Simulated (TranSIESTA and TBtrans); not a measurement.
Run with TranSIESTA and TBtrans (open boundaries, self-consistent; PseudoDojo norm-conserving potentials, scalar-relativistic): PAO.BasisSize DZP, PAO.EnergyShift 0.15 eV, XC.Authors PW92, Mesh.Cutoff 200 Ry, ElectronicTemperature 300 K, TS.Voltage 0.0 eV, TBT.Elecs.Eta 0.001 eV, no spin polarisation.

Device: Au chain with one bond stretched by 0.6 Å. Leads: straight Au chain, spacing 2.422 Å. Geometry: as built, not relaxed.

Q: Give the largest eigenchannel transmissions at the Fermi level (four at most) and the total.

A: 0.84, 0.73, 0.73; total 2.31. The leads' channel count changes near 0.04 eV, within the thermal window, so values at the Fermi level hang on where that band edge falls. The straight chain is held at its spacing; free chains may zigzag or dimerise. No spin-polarised start was tried, so a magnetic state, if there is one, is missed. Spin-orbit coupling, left out here, matters for the heavy atoms.
